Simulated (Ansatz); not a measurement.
Hypothetical rock salt BAs: tensor shear ε_xz = −3.10 %

Base system: BAs in the rock salt structure (space group Fm-3m, No. 225; a = 4.5687 Å; a hypothetical phase, not in the database extracts checked; relaxed with 0.1 eV smearing). Axes: x, y, z lie along the cube axes.

One thing is altered: tensor shear ε_xz = −3.10 % (engineering shear γ = -0.0620); the atoms relax in the strained cell.

Method: Ansatz (a quantum-chemistry and plane-wave program) PBEsol, no spin-orbit coupling. Γ-centred 22×22×22 mesh, Fermi–Dirac width 0.1 eV.

| quantity | base | changed | shift |
|---|---|---|---|
| volume per atom | 11.92 Å³ | 11.91 Å³ | -0.01 Å³ |
| energy relative to the base (free energy F) | 0 meV/atom | +9.1 meV/atom | +9.1 meV/atom |
| pressure (mean of the normal stresses, compression positive) | 0.0 GPa | 0.1 GPa | +0.1 GPa |
| band gap | zero | zero | – |
| stress (xx, yy, zz, yz, xz, xy; compression positive) | – | (0.8, -1.2, 0.8, 0.0, 3.9, 0.0) GPa | – |

Whether these cells are dynamically stable was not tested. All final runs are without spin polarisation.
